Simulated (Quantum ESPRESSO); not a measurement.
**A series of runs on Os2Si2La (I4/mmm, 5 atoms in the cell)**

```yaml
crystal:
  lattice:
    - [-2.09975, 2.09975, 5.03045]
    - [2.09975, -2.09975, 5.03045]
    - [2.09975, 2.09975, -5.03045]
  atoms:
    - { symbol: Os, position: [0.75000, 0.25000, 0.50000] }
    - { symbol: Os, position: [0.25000, 0.75000, 0.50000] }
    - { symbol: Si, position: [0.37500, 0.37500, 0.00000] }
    - { symbol: Si, position: [0.62500, 0.62500, 0.00000] }
    - { symbol: La, position: [0.00000, 0.00000, 0.00000] }
```

Base run A: PBEsol, GBRV 1.5 ultrasoft (PBESOL) pseudopotentials (Quantum ESPRESSO), self-consistent single point.

Its settings: ecutwfc = 40 Ry; ecutrho = 320 Ry; occupations = smearing; smearing = gauss; degauss = 0.0036749 Ry; potentials = {Os: os_pbesol_v1.2.uspp.F.UPF, Si: si_pbesol_v1.uspp.F.UPF, La: la_pbesol_v1.uspp.F.UPF}; K_POINTS = automatic 9 9 9 0 0 0; conv_thr = 1e-10 Ry.

The starting cell comes from a database of published, mostly measured structures (it also holds non-ambient and calculated ones), without a prior relaxation at this level. Spin polarisation is off. In the base run, with a pressure of about -6 GPa the cell is away from its equilibrium volume at this level. In the base run, forces exceed 1 eV/Å.

A dash stands where there is no value to compare (another energy zero or no entropy term, no result, no spin, no clean gap, or a mesh too coarse for one). 

Run A gave: pressure (GPa) -5.82; largest force (eV/Å) 1.319.

Runs:
- B: vdw_corr: default → grimme-d3; dftd3_version: default → 3; dftd3_threebody: default → false [PBEsol-D3(0)]
- C: vdw_corr: default → grimme-d3; dftd3_version: default → 4; dftd3_threebody: default → false [PBEsol-D3(BJ)]
- D: vdw_corr: default → grimme-d3; dftd3_version: default → 4; dftd3_threebody: default → true [PBEsol-D3(BJ) with three-body term]

What does run D change against A?

The pressure goes from -5.82 to -9.86 GPa and the largest force moves little (1.319 to 1.311 eV/Å).

What does run B change against A?

The pressure goes from -5.82 to -9.40 GPa and the largest force goes from 1.319 to 1.263 eV/Å.

```csv
run,pressure (GPa),largest force (eV/Å),dispersion energy (eV/atom)
A,-5.82,1.319,–
B,-9.40,1.263,-0.292
C,-10.57,1.312,-0.513
D,-9.86,1.311,-0.473
```

Left out of this page: 1 run of the series held back from this collection.
